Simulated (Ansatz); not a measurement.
Worked example: self-consistent single point of a (001) slab of Au (cut from a parent of space group no. 225; 4 atoms in the cell) in Ansatz (an electronic-structure program).

Computed with PBEsol, default PAW files made with PBE (plane waves; Ansatz).

```xyz
4
Lattice="2.8763 0.0000 0.0000 -2.8763 2.8763 0.0000 0.0000 0.0000 20.1016" Properties=species:S:1:pos:R:3 pbc="T T T"
Au     0.0000     0.0000     9.0338
Au    -1.4382     1.4382     7.0000
Au     0.0000     0.0000    13.1016
Au    -1.4382     1.4382    11.0677
```

Reference input (self-consistent single point, DFT, PBEsol, plane waves, default PAW files made with PBE): basis.ecutwfc = 420 eV; kpoints.mp_grid.grid = 15 15 1; hamiltonian.xc = pbesol; hamiltonian.pseudopotentials = {kind: paw} (the program's default PAW files); scf.occupations.method = fermi_dirac; scf.occupations.width = 0.1 eV. This run's input differs from it in these lines:

Ansatz 0.2 input:
```diff
@@ -12,3 +12,3 @@
 basis:
-  ecutwfc: 420.0
+  ecutwfc: 630.0
 kpoints:
```

Log, with long lists cut:

```
SCF iter   1: F=—  HF=-52027.196177 eV  |F-HF|=—  |Δ(HF+E_count)|=         —  Δρ=5.06e-3  dr2=1.82e-1  ethr=1.77e-3  ⟨swp⟩=8.0  Hψ=7150  notcnv=0  defer=19
all-band conjugate gradients solve this SCF's bands
preconditioner: auto → LDOS
SCF iter   2: F=—  HF=-52027.194907 eV  |F-HF|=—  |Δ(HF+E_count)|=   1.27e-3  Δρ=4.59e-3  dr2=5.42e-2  ethr=2.39e-4  ⟨swp⟩=2.0  Hψ=2960  notcnv=0  defer=55
   [... lines left out ...]
SCF iter   4: F=—  HF=-52027.183174 eV  |F-HF|=—  |Δ(HF+E_count)|=   6.17e-4  Δρ=1.85e-4  dr2=6.98e-5  ethr=2.89e-6  ⟨swp⟩=3.6  Hψ=3206  notcnv=0  defer=55
SCF iter   5: F=—  HF=-52027.183248 eV  |F-HF|=—  |Δ(HF+E_count)|=   7.37e-5  Δρ=5.05e-5  dr2=4.27e-6  ethr=9.19e-8  ⟨swp⟩=2.0  Hψ=2414  notcnv=0  defer=55
SCF iter   6: F=—  HF=-52027.183249 eV  |F-HF|=—  |Δ(HF+E_count)|=   9.36e-7  Δρ=2.01e-5  dr2=6.41e-7  ethr=5.62e-9  ⟨swp⟩=2.8  Hψ=3573  notcnv=0  defer=55
SCF iter   7: F=-52027.183249 eV  HF=-52027.183249 eV  |F-HF|=1.59e-8  |Δ(HF+E_count)|=   1.51e-7  Δρ=4.85e-6  dr2=4.55e-8  ethr=1.32e-10  ⟨swp⟩=14.5  Hψ=8135  notcnv=0
SCF 1 converged in 7 iterations: F = -52027.183249 eV  dr2 = 4.55e-8
Free energy (F): -52027.183249 eV
Internal energy: -52027.145355 eV  (E = F + TS)
E sigma→0 (E₀):  -52027.164302 eV
Entropy (-TS):   -0.037895 eV (-9.474 meV/atom)
Fermi energy:    5.239457 eV
--- Forces (eV/Å), atoms counted from 1 ---
  atom   1  Au     0.00000000     0.00000000    -0.13243463
  atom   2  Au     0.00000000     0.00000000     0.05970462
  atom   3  Au     0.00000000     0.00000000    -0.05970462
  atom   4  Au     0.00000000     0.00000000     0.13243463
--- Stress (GPa, compression-positive) ---
       -2.411688       0.000000       0.000000
        0.000000      -2.411688       0.000000
        0.000000       0.000000      -0.091110
  P = ⅓ Tr σ = -1.6382 GPa (-16.382 kbar)
  The stress holds the Pulay correction. Without it, at fixed plane waves, as pw.x and ABINIT print it: P = -1.6397 GPa
```

The run converged in 7 iterations. Against the reference run the free energy goes down by 1.1 meV/atom and the largest force stays at 0.132 eV/Å.

The starting cell has typed, rounded lattice constants, without a prior relaxation at this level. The slab is cut from that crystal, and its faces are unrelaxed. Its lattice was rescaled by up to half a per cent. Spin-orbit coupling is off.
